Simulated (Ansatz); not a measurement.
Troubleshooting Ansatz (a first-principles code): a failed run on HfNi3 (R-3m, 12 atoms in the cell). The aim is a self-consistent single point with DFT, PBEsol, plane waves, default PAW files made with PBE.

Input:

Ansatz 0.2 input:
```yaml
crystal:
  lattice:
    - [2.609595, 1.506650, 6.361367]
    - [-2.609595, 1.506650, 6.361367]
    - [0.000000, -3.013301, 6.361367]
  atoms:
    - { symbol: Hf, position: [0.781200, 0.781200, 0.781200] }
    - { symbol: Hf, position: [0.218800, 0.218800, 0.218800] }
    - { symbol: Hf, position: [0.000000, 0.000000, 0.000000] }
    - { symbol: Ni, position: [0.712530, 0.244730, 0.712530] }
    - { symbol: Ni, position: [0.287470, 0.755270, 0.287470] }
    - { symbol: Ni, position: [0.712530, 0.712530, 0.244730] }
    - { symbol: Ni, position: [0.287470, 0.287470, 0.755270] }
    - { symbol: Ni, position: [0.244730, 0.712530, 0.712530] }
    - { symbol: Ni, position: [0.755270, 0.287470, 0.287470] }
    - { symbol: Ni, position: [0.500000, 0.500000, 0.000000] }
    - { symbol: Ni, position: [0.000000, 0.500000, 0.500000] }
    - { symbol: Ni, position: [0.500000, 0.000000, 0.500000] }
basis:
  ecutwfc: 50
kpoints:
  mp_grid: { grid: [6, 6, 6] }
hamiltonian:
  xc: pbesol
  pseudopotentials: { kind: paw }
scf:
  occupations: { method: cold, width: 0.1 }
output:
  forces: true
  eigenvalues: true
  stress: true
```

Output (repeated stretches shortened):

```
Error: inconsistent input (basis.ecutwfc, kpoints): the smallest per-k basis holds n_pw = 103 plane waves (k-point 13, counted from 0 among those solved) but the deck needs at least 121 band(s) per channel, and no run solves more bands than the smallest per-k basis has plane waves; raise basis.ecutwfc until the smallest per-k basis, which caps the automatic band count, holds at least 121 plane waves
```

Question: Read the log: what does the program object to, and what is the fix?

Answer: The fault is this: a cutoff meant in Ry typed as a bare number, read as eV; here the program stops on it instead of giving results. To fix it, convert the value to the unit that the key expects. The program stopped before any SCF iteration.

An input that runs soundly differs in these lines (not the only fix; some lines may just follow from the change or write a value another way):
```diff
-basis:
-  ecutwfc: 50
```

With that input, the run converged in 9 iterations: free energy E − TS (on the zero of these files) -99045.3448 eV; Fermi level (on the code's own zero) 20.88 eV; pressure -1.16 GPa; largest force (vector length) 0.037 eV/Å (DFT, PBEsol, plane waves, default PAW files made with PBE).

On the sound input: the starting cell comes from a database of computed structures (which also holds hypothetical and non-ambient phases and stackings), without a prior relaxation at this level. Spin polarisation is off. Ansatz's pressure includes its estimate of the finite-basis (Pulay) stress.
